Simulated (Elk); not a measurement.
Band structure of Sc (P6_3/mmc, 4 atoms in the cell).

```xyz
4
Lattice="3.2220 0.0000 0.0000 -1.6110 2.7903 0.0000 0.0000 0.0000 10.3667" Properties=species:S:1:pos:R:3 pbc="T T T"
Sc     0.0000     0.0000     0.0000
Sc     0.0000     0.0000     5.1834
Sc     0.0000     1.8602     2.5917
Sc     1.6110     0.9301     7.7750
```

Method: PBE, all-electron FP-LAPW, Elk's shipped species files, APW+lo basis with extra local orbitals (Elk).

Settings: xctype = 20; rgkmax = 7.5; swidth = 0.00367493 Ha; ngridk = 8 8 3; gmaxvr = 16 1/bohr; nxlo = 2; lorbcnd = true; lmaxi = 2; maxscl = 100.

The starting cell was generated: these elements placed on a structure prototype, without a prior relaxation; it need not be a known phase or ordering of this composition. Its lattice was rescaled by a random factor within 2.5 % of one. Values depend on the basis (sphere radii, cutoffs, local orbitals), which need not be converged.

Levels in eV from the Fermi level, bands 19 to 26:
```json
[
 {"point": "Γ", "19": "-3.73", "20": "-1.80", "21": "0.47", "22": "0.82", "23": "0.87", "24": "1.54", "25": "1.54", "26": "1.59"},
 {"point": "M", "19": "-1.28", "20": "-1.21", "21": "-0.53", "22": "-0.37", "23": "-0.36", "24": "0.26", "25": "0.86", "26": "1.34"},
 {"point": "K", "19": "-0.63", "20": "-0.50", "21": "-0.50", "22": "-0.32", "23": "-0.32", "24": "-0.17", "25": "0.30", "26": "0.57"},
 {"point": "A", "19": "-2.40", "20": "-2.40", "21": "0.45", "22": "0.45", "23": "1.46", "24": "1.46", "25": "1.65", "26": "1.65"},
 {"point": "L", "19": "-1.41", "20": "-1.41", "21": "-0.52", "22": "-0.52", "23": "0.05", "24": "0.05", "25": "1.27", "26": "1.27"},
 {"point": "H", "19": "-0.54", "20": "-0.54", "21": "-0.48", "22": "-0.48", "23": "-0.41", "24": "-0.41", "25": "0.62", "26": "0.62"}
]
```

Bands cross the Fermi level along this path, so the cell is metallic at this level.
